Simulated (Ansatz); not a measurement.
Start from Mg$_{2}$Ge in the anti-fluorite structure (space group Fm-3m, No. 225; a = 6.364 Å). Axes: x, y, z lie along the cube axes.

All numbers come from PBEsol in Ansatz (plane waves to 420 eV, PAW, scalar-relativistic without spin-orbit coupling).

For the base:

```
Item               Result
---------------  --------
Band gap          0.08 eV
Pressure          0.0 GPa
Volume per atom  21.48 Å³
```

Perturbation: biaxial strain +1.50 %, plane normal [001], relaxed out of plane (Cartesian); in-plane vectors clamped, the third vector and the atoms free.

Q: Estimate the effect on the band gap, pressure, volume per atom and energy relative to the base.

A: The band gap changes from 0.08 eV to zero; the pressure (mean of the normal stresses, compression positive) goes from zero to -1.2 GPa; the volume per atom grows by 0.52 Å³, from 21.48 Å³ to 22.00 Å³; the energy increases by 3.7 meV/atom.

Whether these cells are dynamically stable was not tested. All final runs are without spin polarisation. A zero or small gap of Mg2Ge can be the functional's error rather than a property of the material.

Ansatz is a first-principles code.
